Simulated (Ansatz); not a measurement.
Consider the following.

```
PbS
1.0
    0.00000     2.91432     2.91432
    2.91432     0.00000     2.91432
    2.91432     2.91432     0.00000
Pb S
1 1
Direct
  0.00000   0.00000   0.00000
  0.50000   0.50000   0.50000
```

No spin polarisation.

All numbers come from Ansatz (a program for electronic structure), PBE, PAW, cutoff 420 eV, spin-orbit coupling left out. Settings: 10×10×10 k-points, 0.05 eV Fermi–Dirac smearing.

Predict the electron mass.

0.054 mₑ along k, 0.15 mₑ across (at L).

What is the computed pressure?

5.86 GPa.

Spin-orbit coupling, missing from the scalar runs, can matter with Pb. The levels and masses belong to the bands next to the band gap. The cells carry an imposed strain or load. Effective masses come from finite differences of ±0.01 Å⁻¹. Along k means along the line from Γ to the band edge. No phonon test of stability was made. The cell was made from PbS in the rock salt structure (space group Fm-3m, No. 225) by this change: isotropic strain −3.00 %.
